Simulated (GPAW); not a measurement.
A short convergence ladder for In (I4/mmm, 1 atom in the cell)

```xyz
1
Lattice="-1.6299 1.6299 2.4824 1.6299 -1.6299 2.4824 1.6299 1.6299 -2.4824" Properties=species:S:1:pos:R:3 pbc="T T T"
In     0.0000     0.0000     0.0000
```

Base method: PBE, LCAO dzp, GPAW PAW datasets PBE (gpaw-data 1.0.1) (GPAW).

Base settings: mode = lcao; h = 0.2 Å; basis = dzp; xc = PBE; kpts = 7 7 7; mesh shift (steps) = 0 0 0; occupations.name = fermi-dirac; occupations.width = 0.1 eV; convergence.density = 1e-05 e/electron; convergence.energy = 1e-05 eV/electron.

**The k-point mesh**

The second cell is the first with its lattice scaled by 0.98.

Only quantities that move along the ladder and can be compared are tabulated.

```csv
kpts,free energy less the last step's (meV/atom),energy of the compressed cell less the first (meV/atom)
2 2 2,-380.18,-55.19
4 4 4,129.94,38.56
7 7 7,5.36,11.65
11 11 11,0.00,16.41
```

Coarsest kpts that holds the free energy within 5 meV/atom: not settled: the last two steps still differ by 5.4 meV/atom, over half the tolerance, so the ladder does not show it.

Coarsest kpts that holds the energy of the compressed cell less the first within 2 meV/atom: not settled: the last two steps still differ by 4.8 meV/atom, over half the tolerance, so the ladder does not show it.

On the base run: the starting cell has typed, rounded lattice constants, without a prior relaxation at this level. Its lattice was rescaled by up to half a per cent. Values carry the incompleteness of an atom-centred basis.
